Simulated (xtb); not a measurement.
xtb 6.7.1, GFN2-xTB: Cu(OH)(acac)(NH3)2 (CC1=CC(C)=[O]->[Cu](<-[NH3])(<-[NH3])([OH])[O]1), charge 0, multiplicity 2, 25 atoms. The geometry is a generated start, not checked to be a minimum at this level.

```json
{
  "method": "GFN2-xTB",
  "--acc": "1 (default)",
  "--etemp (K)": "300 (default)",
  "detailed input (--input)": "none: ANC optimiser, Lindh (1995) Hessian, microcycle=20, maxdispl=1.0, hlow=0.01 (default)",
  "basis_functions": "64",
  "valence_electrons": "73"
}
```

```xyz
25

Cu     1.3612     0.1499    -0.3828
O      2.9920     0.9122    -0.0687
H      2.8933     1.4716     0.7019
C     -2.2272    -1.7605    -1.3129
C     -1.2163    -0.8763    -0.6045
C     -1.6540    -0.1730     0.5164
C     -0.8759     0.6902     1.2959
C     -1.5509     1.3582     2.4770
O      0.3358     0.9715     1.1236
O     -0.0614    -0.8606    -1.1101
H     -3.1801    -1.7811    -0.7943
H     -2.3737    -1.3882    -2.3252
H     -1.8269    -2.7686    -1.3853
H     -2.6838    -0.3051     0.8090
H     -1.4018     2.4332     2.4107
H     -2.6121     1.1367     2.5191
H     -1.0727     1.0177     3.3936
N      2.3913    -1.7794     0.3501
H      2.4735    -2.4595    -0.3943
H      2.0525    -2.2169     1.1949
H      3.2867    -1.3259     0.5105
N      1.1963     1.7168    -2.0706
H      0.5632     2.4829    -1.8895
H      1.0332     1.3293    -2.9883
H      2.1580     2.0249    -1.9764
```

Charge 0 and multiplicity 2 are set for this test and not shown to be the ground state. GFN-xTB has no spin term: --uhf 1 sets the occupations alone.

The structure is relaxed from this start with --opt LEVEL for the levels crude, sloppy, loose, lax, normal, tight, vtight, extreme, once each. Up to the end of the extreme run atoms move by at most 0.80 Å along an axis.

Q: Which level is enough to come within 5 meV of the tightest end point?

A: normal: 46 cycles against 62, ending 1.4 meV above.

```tsv
level	cycles	energy above the extreme run (meV)	gradient norm (eV/Å)
crude	1	40	0.20
sloppy	1	40	0.20
loose	1	40	0.20
lax	8	35	0.085
normal	46	1.4	0.040
tight	57	0.016	0.010
vtight	60	under 0.01	0.0022
extreme	62	—	0.0019
```
